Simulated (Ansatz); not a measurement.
Consider BAs in the zinc blende structure (space group F-43m, No. 216; a = 4.732 Å). Axes: x, y, z lie along the cube axes.

The values are results of Ansatz (a quantum-chemistry and plane-wave program), LDA, PAW, cutoff 420 eV, without spin-orbit coupling, not measurements.

For the base:

```
Item        Value
--------  -------
Band gap  1.11 eV
```

One thing is altered: the cell is compressed by 1.50 % along z with no lateral relaxation, atoms relaxed at fixed cell.

**Question.** Estimate the effect on the band gap.

**Answer.** The band gap decreases by 0.245 eV (1.11 eV → 0.86 eV).

**Question.** What does the calculation give for the stress after the change?

**Answer.** The stress (xx, yy, zz, yz, xz, xy; compression positive) amounts to (1.22, 1.22, 4.42, 0.00, 0.00, 0.00) GPa.

The cells carry an imposed strain or load. Whether these cells are dynamically stable was not tested.
